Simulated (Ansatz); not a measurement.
Input:

```xyz
6
Lattice="4.7918 0.0000 0.0000 0.0000 4.7918 0.0000 0.0000 0.0000 3.1706" Properties=species:S:1:pos:R:3 pbc="T T T"
Sn     0.0000     0.0000     0.0000
Sn     2.3959     2.3959     1.5853
O      1.4654     1.4654     0.0000
O      3.3264     3.3264     0.0000
O      3.8613     0.9305     1.5853
O      0.9305     3.8613     1.5853
```

All values below come from PBE, rigid bands (plane waves, PAW, scalar-relativistic; Ansatz, an electronic-structure program). Condition of this run: uniaxial stress along c of 4 GPa (compression positive) (the target of the relaxation). Cell: cell and atoms relaxed with PBEsol, then loaded as said.

Predict the electron conductivity mass (n e² τ/σ) at 300 K, by direction if it differs.

0.22 (x), 0.22 (y), 0.187 (z) mₑ.

Predict the hole conductivity mass (n e² τ/σ) at 300 K, by direction if it differs.

1.42 (x), 1.42 (y), 2.1 (z) mₑ.

And the band gap?

1.11 eV at this level; semilocal functionals usually fall short of the measured gap.

Rigid bands, one relaxation time for all states, no polarons. Spin-orbit coupling is left out; where it splits the top of the valence band it changes the hole mass and lowers the gap by about a third of the splitting. Geometry: cell and atoms relaxed with PBEsol.
